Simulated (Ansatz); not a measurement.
The starting structures come from a database of crystals and need not be the phases stable at ambient conditions.

 Where the default PAW files enter, the runs use the earlier of Ansatz's two default sets.

The decay constant κ of evanescent states in the gap governs leakage through a thin film.

Given:

```xyz
2
Lattice="4.0066 0.0000 0.0000 0.0000 4.0066 0.0000 2.0033 2.0033 2.8331" Properties=species:S:1:pos:R:3 pbc="T T T"
Mg     0.0000     0.0000     0.0000
S      2.0033     4.0066     1.4166
```

Space group of this cell: F-43m, zinc blende. The cell is taken as given.

Transport runs along the normal of the first two printed cell vectors, the (001) plane of the conventional cell.

The gap is the functional's own. No spin-orbit coupling. Mid-gap values are interpolated on the energy grid.

Question: Give the band gap and the smallest decay constant κ at mid-gap that PBEsol (Ansatz, a quantum-chemistry and plane-wave program) yields.

Answer: Gap 3.28 eV on a 10×10×10 mesh; κ = 0.240 1/Å, at the zone centre.
